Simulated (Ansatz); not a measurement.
Ansatz (a program for electronic structure) run on NiO₂ (P-3m1, 3 atoms in the cell): self-consistent single point.

Level of theory: LDA (PW92), PAW files made with PBE (plane waves; Ansatz).

The change in words: lattice scaled by 0.98. Reference geometry:
```yaml
crystal:
  lattice:
    - [2.72993, 0.00000, 0.00000]
    - [-1.36496, 2.36419, 0.00000]
    - [0.00000, 0.00000, 4.50466]
  atoms:
    - { symbol: Ni, position: [0.00000, 0.00000, 0.50000] }
    - { symbol: O, position: [0.66667, 0.33333, 0.70604] }
    - { symbol: O, position: [0.33333, 0.66667, 0.29396] }
```

Reference input (self-consistent single point, DFT, LDA (PW92), plane waves, PAW files made with PBE): kpoints.mp_grid.grid = 11 11 6; hamiltonian.xc = lda; hamiltonian.pseudopotentials = {kind: paw} (an earlier, softer set of the program's PAW files); scf.occupations.method = fixed. This run's input differs from it in these lines:

```diff
@@ -2,5 +2,5 @@
   lattice:
-    - [2.729930, 0.000000, 0.000000]
-    - [-1.364965, 2.364189, 0.000000]
-    - [0.000000, 0.000000, 4.504661]
+    - [2.675331, 0.000000, 0.000000]
+    - [-1.337666, 2.316905, 0.000000]
+    - [0.000000, 0.000000, 4.414568]
   atoms:
```

Output, abridged:

```
SCF iter   1: F=—  HF=-6884.319746 eV  |F-HF|=—  |Δ(HF+E_count)|=         —  Δρ=3.28e-1  dr2=2.48e1  ethr=3.10e-3  ⟨swp⟩=4.4  Hψ=6326  notcnv=0  defer=164
all-band conjugate gradients solve this SCF's bands
   [... lines left out ...]
SCF iter   8: F=—  HF=-6880.895126 eV  |F-HF|=—  |Δ(HF+E_count)|=   6.59e-4  Δρ=1.53e-3  dr2=6.06e-4  ethr=1.75e-5  ⟨swp⟩=3.0  Hψ=2448  notcnv=0  defer=168
SCF iter   9: F=—  HF=-6880.895048 eV  |F-HF|=—  |Δ(HF+E_count)|=   7.80e-5  Δρ=5.96e-4  dr2=8.82e-5  ethr=2.02e-6  ⟨swp⟩=1.1  Hψ=1613  notcnv=0  defer=137
SCF iter  10: F=—  HF=-6880.895037 eV  |F-HF|=—  |Δ(HF+E_count)|=   1.10e-5  Δρ=1.21e-4  dr2=3.29e-6  ethr=2.94e-7  ⟨swp⟩=1.2  Hψ=1624  notcnv=0  defer=37
SCF iter  11: F=-6880.895036 eV  HF=-6880.895036 eV  |F-HF|=3.49e-8  |Δ(HF+E_count)|=   6.32e-7  Δρ=1.33e-5  dr2=3.56e-8  ethr=3.33e-10  ⟨swp⟩=6.5  Hψ=9228  notcnv=0
SCF 1 converged in 11 iterations: F = -6880.895036 eV  dr2 = 3.56e-8
Free energy (F): -6880.895036 eV
Internal energy: -6880.895036 eV  (E = F + TS)
E sigma→0 (E₀):  -6880.895036 eV
Fermi energy:    9.181285 eV
--- Forces (eV/Å), atoms counted from 1 ---
  atom   1  Ni     0.00000000     0.00000000     0.00000000
  atom   2  O      0.00000000     0.00000000     1.21237812
  atom   3  O     -0.00000000    -0.00000000    -1.21237812
--- Stress (GPa, compression-positive) ---
       25.172501      -0.000000       0.000000
       -0.000000      25.172501       0.000000
        0.000000       0.000000      12.235279
  P = ⅓ Tr σ = 20.8601 GPa (208.601 kbar)
  The stress holds the Pulay correction. Without it, at fixed plane waves, as pw.x and ABINIT print it: P = 20.0382 GPa
```

The run converged in 11 iterations. Against the reference run the free energy goes up by 42.7 meV/atom, the pressure goes from 4.04 to 20.86 GPa, the largest force goes from 0.171 to 1.212 eV/Å and the gap on the mesh goes from 0.895 to 0.962 eV.

The starting cell comes from a database of computed structures (which also holds hypothetical and non-ambient phases and stackings), without a prior relaxation at this level. Its lattice was rescaled by a random factor within 2.5 % of one. For this run, on top of that: lattice scaled by 0.98. With a pressure of about 21 GPa the cell is away from its equilibrium volume at this level. Forces in this geometry exceed 1 eV/Å. Ansatz's pressure includes its estimate of the finite-basis (Pulay) stress. Without the estimate this run gives 20.04 GPa.

Keys are those of Ansatz 0.2.
